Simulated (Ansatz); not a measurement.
HfRuP (space group P-62m, No. 189; a cell from a computed database, its experimental status unchecked)

```cif
data_Hf3P3Ru3
_chemical_formula_sum 'Hf3 P3 Ru3'
_space_group_name_H-M_alt 'P 1'
_space_group_IT_number 1
_cell_length_a 6.36833
_cell_length_b 6.36833
_cell_length_c 3.75300
_cell_angle_alpha 90.000
_cell_angle_beta 90.000
_cell_angle_gamma 120.000
loop_
_space_group_symop_operation_xyz
  'x, y, z'
loop_
_atom_site_label
_atom_site_type_symbol
_atom_site_fract_x
_atom_site_fract_y
_atom_site_fract_z
_atom_site_occupancy
Hf1 Hf 0.00000 0.58393 0.50000 1
Hf2 Hf 0.58393 0.00000 0.50000 1
Hf3 Hf 0.41607 0.41607 0.50000 1
P1 P 0.66667 0.33333 0.00000 1
P2 P 0.33333 0.66667 0.00000 1
P3 P 0.00000 0.00000 0.50000 1
Ru1 Ru 0.24563 0.00000 0.00000 1
Ru2 Ru 0.75437 0.75437 0.00000 1
Ru3 Ru 0.00000 0.24563 0.00000 1
```

The values are results of PBEsol/PAW in Ansatz (a first-principles code), no spin-orbit coupling, not measurements. Γ-centred 9×9×12 mesh, Fermi–Dirac width 0.05 eV.

- Volume per atom: 14.65 Å³
- Density: 11.74 g/cm³
- Band gap: zero
- Total energy: -7385.998 eV/atom (σ→0; compares only within this code and set-up)

Stability against distortions was not tested. All final runs are without spin polarisation. An odd electron count without spin: HfRuP.
